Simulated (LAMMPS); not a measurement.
System: a symmetric tilt boundary about [001] in Si (diamond structure), boundary plane (310).

Computed with classical MD, pair style tersoff, file SiC_1994.tersoff, run in LAMMPS.

Σ5, energy 0.65 J/m² at 0 K; heated in steps, 60 ps sampled at each, free outer surfaces; steps at which the grains lost their order are left out.

```tsv
T (K)	disordered width (Å)	disordered share in the grains
844	4.1	0.00
1181	4.2	0.00
1350	4.3	0.00
1518	[?]	0.00
1636	[?]	0.01
```

**Question.** Complete the blanks.

**Answer.** 
- 1636, disordered width (Å): 4.3
- 1518, disordered width (Å): 4.3
